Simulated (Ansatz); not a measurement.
A computed series for Ge: element substitutions

Start from Ge in the diamond structure (space group Fd-3m, No. 227; a = 5.676 Å).

Each row replaces one element on all its sites; cell and atoms are relaxed.

The values are results of plane-wave PAW DFT at the PBEsol level (Ansatz, a program for electronic structure, 420 eV), no spin-orbit coupling, not measurements.

```json
[
 {"variant": "base", "band gap": "zero", "shortest interatomic distance": "4.645 bohr", "density": "5.28 g/cm³"},
 {"variant": "Ge → Si", "band gap": "…", "shortest interatomic distance": "…", "density": "…"},
 {"variant": "Ge → Pb", "band gap": "zero", "shortest interatomic distance": "5.654 bohr", "density": "8.34 g/cm³"},
 {"variant": "Ge → Hg", "band gap": "zero", "shortest interatomic distance": "5.419 bohr", "density": "9.18 g/cm³"}
]
```

Q: Some entries are withheld; estimate them.

A: 
- Ge → Si, band gap: 0.47 eV
- Ge → Si, shortest interatomic distance: 4.446 bohr
- Ge → Si, density: 2.33 g/cm³

Stability against distortions was not tested. As relaxed here, Hg is a hypothetical phase, not in the database extracts checked. For Pb in this form, whether it has been made was not checked. This is not the structure that Pb has at room temperature and ambient pressure. The zero or small gap of Ge can change with the level of theory.
